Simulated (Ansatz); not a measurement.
Base system: ZnS in the zinc blende structure (space group F-43m, No. 216; a = 5.357 Å).

Structures relaxed with PBEsol/PAW in Ansatz (an electronic-structure program), no spin-orbit coupling.

Base:

Simulated powder pattern, Co Kα, λ = 1.79026 Å (kinematic, ideal powder, no thermal factors, no anomalous dispersion; the 10 strongest lines at most, above 2 %, up to 2θ = 90°):

```
2θ (°)  I/Imax (%)    hkl
------  ----------  -----
33.65          100  (111)
39.05           12  (200)
56.41           58  (220)
67.32           39  (311)
70.74          3.0  (222)
83.89          9.3  (400)
```

The change: a hydrostatic pressure of 9 GPa.

**Question.** Predict the new powder pattern.

**Answer.** 
Simulated powder pattern, Co Kα, λ = 1.79026 Å (kinematic, ideal powder, no thermal factors, no anomalous dispersion; the 10 strongest lines at most, above 2 %, up to 2θ = 90°):

| 2θ (°) | I/Imax (%) | hkl |
|---|---|---|
| 34.74 | 100 | (111) |
| 40.33 | 12 | (200) |
| 58.35 | 57 | (220) |
| 69.73 | 38 | (311) |
| 73.32 | 2.9 | (222) |
| 87.17 | 9.3 | (400) |

The indices refer to the base's conventional cell; one index is shown for lines that coincide.

Load acts through the strain it causes; cell and atoms are relaxed under it. Whether these cells are dynamically stable was not tested. Tetrahedral semiconductors of this kind turn to denser phases somewhere between about 1 and 50 GPa; those were not computed, so compressed cells here can lie past the real transition.
